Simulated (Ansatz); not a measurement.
# MgTe, pressure series

The parent structure is MgTe in the wurtzite structure (space group P6_3mc, No. 186; a = 4.608 Å, c = 7.501 Å).

Cell and atoms are relaxed at each pressure.

All numbers come from DFT with PBE, PAW potentials and a 420 eV plane-wave cutoff in Ansatz (a program for electronic structure), spin-orbit coupling left out.

Notes on the quantities. band gap: an upper bound: an edge found on the path is not a true extremum; the base alone; enthalpy: H = E + PV relative to the base's energy.

| change | band gap | enthalpy | shortest interatomic distance |
|---|---|---|---|
| base | 2.37 eV | – | 5.324 bohr |
| pressure 5 GPa | 2.91 eV | +1.01 eV/atom | (withheld) |
| pressure 7.5 GPa | 3.09 eV | +1.48 eV/atom | 5.049 bohr |
| pressure 10 GPa | 3.07 eV | +1.93 eV/atom | 4.986 bohr |

Q: Fill in the withheld entries from the trend.

A: 
- pressure 5 GPa, shortest interatomic distance: 5.123 bohr

Spin-orbit coupling, missing from the scalar runs, can matter with Te. Load acts through the strain it causes; cell and atoms are relaxed under it. No phonon test of stability was made. Tetrahedral semiconductors of this kind turn to denser phases somewhere between about 1 and 50 GPa; those were not computed, so compressed cells here can lie past the real transition.
